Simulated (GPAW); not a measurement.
GPAW run on GaSn3 (Fm-3m, 4 atoms in the cell): self-consistent single point.

Method of the run: LDA (Perdew-Wang 92), GPAW PAW datasets LDA (gpaw-data 1.0.1) (plane waves; GPAW).

The change in words: lattice scaled by 0.98. Reference geometry:
```
CELL_PARAMETERS angstrom
      0.00000     3.70595     3.70595
      3.70595     0.00000     3.70595
      3.70595     3.70595     0.00000
ATOMIC_POSITIONS crystal
  Ga 0.00000 0.00000 0.00000
  Sn 0.25000 0.25000 0.25000
  Sn 0.75000 0.75000 0.75000
  Sn 0.50000 0.50000 0.50000
```

Reference input (self-consistent single point, DFT LDA (Perdew-Wang 92), plane waves, GPAW PAW datasets LDA (gpaw-data 1.0.1)): mode = pw; ecut = 600 eV; xc = LDA; kpts = 9 9 9; mesh shift (steps) = 0 0 0; occupations.name = fermi-dirac; occupations.width = 0.136 eV; nbands = -8; convergence.forces = 0.001 eV/Å; symmetry.symmorphic = false; symmetry.tolerance = 0.0005; maxiter = 100. This run's input differs from it in these lines:

```diff
@@ -5,5 +5,5 @@
 atoms = Atoms(['Ga', 'Sn', 'Sn', 'Sn'],
-              cell=[[0.000000, 3.705955, 3.705955],
-                    [3.705955, 0.000000, 3.705955],
-                    [3.705955, 3.705955, 0.000000]],
+              cell=[[0.000000, 3.631836, 3.631836],
+                    [3.631836, 0.000000, 3.631836],
+                    [3.631836, 3.631836, 0.000000]],
               scaled_positions=[[0.000000, 0.000000, 0.000000],
```

Output, abridged:

```
     iter     time        total  log10-change:
                         energy   eigst   dens  force
iter:   1 --:--:--   -17.461151
iter:   2 --:--:--   -17.492731   -1.19  -1.72
iter:   3 --:--:--   -17.440645   -2.07  -1.73
iter:   4 --:--:--   -17.445283   -2.73  -2.04
iter:   5 --:--:--   -17.439917c  -4.30  -2.63
iter:   6 --:--:--   -17.435201c  -4.26  -2.75
iter:   7 --:--:--   -17.434621c  -4.86  -2.91
iter:   8 --:--:--   -17.434110c  -4.84  -3.27
iter:   9 --:--:--   -17.434172c  -5.60  -3.55
iter:  10 --:--:--   -17.434139c  -6.20  -3.86
iter:  11 --:--:--   -17.434143c  -7.09  -4.00
iter:  12 --:--:--   -17.434152c  -7.15  -4.01c
iter:  13 --:--:--   -17.434134c  -6.93  -4.13c
iter:  14 --:--:--   -17.434137c  -8.48c -4.27c
iter:  15 --:--:--   -17.434137c  -9.35c -4.26c -16.99c
Converged after 15 iterations.

Dipole moment: (-0.000000, -0.000000, -0.000000) |e|*Ang

Energy contributions relative to reference atoms: (reference = -556404.816536)

Kinetic:        +21.059590
Potential:      -18.240515
External:        +0.000000
XC:             -20.191833
Entropy (-ST):   -0.151416
Local:           +0.014330
SIC:             +0.000000
--------------------------
Free energy:    -17.509845
Extrapolated:   -17.434137

Showing only first 2 kpts
 Kpt  Band  Eigenvalues  Occupancy
  0    20      5.77787    1.99994
  0    21      5.81912    1.99992
  0    22      6.06184    1.99954
  0    23      6.06184    1.99954

  1    20      4.72274    2.00000
  1    21      6.38412    1.99513
  1    22      6.67756    1.95860
  1    23      7.13270    1.24969

Fermi level: 7.20208

No gap
No difference between direct/indirect transitions
Energy (eV): -17.434137

Forces in eV/Ang:
  0 Ga    0.00000   -0.00000   -0.00000
  1 Sn   -0.00000    0.00000   -0.00000
  2 Sn    0.00000    0.00000   -0.00000
  3 Sn   -0.00000    0.00000    0.00000

Stress tensor:
     0.001767     0.000000    -0.000000
     0.000000     0.001767    -0.000000
    -0.000000    -0.000000     0.001767
Stress (GPa, Voigt): [ 0.2832  0.2832  0.2832 -0.     -0.      0.    ]
```

The run converged in 15 iterations. GPAW prints stress with tension positive. Against the reference run the free energy falls by 16.7 meV/atom and the pressure goes from -3.20 to -0.28 GPa.

The starting cell comes from a database of computed structures (which also holds hypothetical and non-ambient phases and stackings), without a prior relaxation at this level. For this run, on top of that: lattice scaled by 0.98.

Cost on one core of a shared machine: roughly 80 s.
